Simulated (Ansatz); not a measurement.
Name crystals whose electron-phonon coupling λ lies between 0.184 and 0.29 and whose logarithmic mean phonon energy lies between 12.8 and 20 meV, by PBEsol, DFPT electron-phonon coupling, linearised Boltzmann equation in Ansatz (a quantum-chemistry and plane-wave program).

Many crystals can fit; among those computed here:
- Lu$_{3}$InN (Pm-3m): 0.21, 17.3 meV
- NiSi2 (Fm-3m): 0.27, 19.2 meV
- NbIr3 (Pm-3m): 0.22, 19.1 meV
- ScPd3 (Pm-3m): 0.24, 14.0 meV
- YRh3B (Pm-3m): 0.25, 17.2 meV

Metals; harmonic phonons. Halving the electron mesh moves these values by up to 5 %; q meshes are mostly untested. Some of the runs warned that the eigensolver left states short of its tolerance. Spin-orbit coupling is left out.

Formula and space group known from diffraction (Crystallography Open Database), not checked to be the room-temperature form: Lu3InN (Pm-3m), NbIr3 (Pm-3m), ScPd3 (Pm-3m), YRh3B (Pm-3m). Treated as nonmagnetic (a ferromagnetic start lost its moment, other orders weren't tried): NiSi2 (Fm-3m). The missing spin-orbit coupling matters most for Lu3InN (Pm-3m), NbIr3 (Pm-3m).
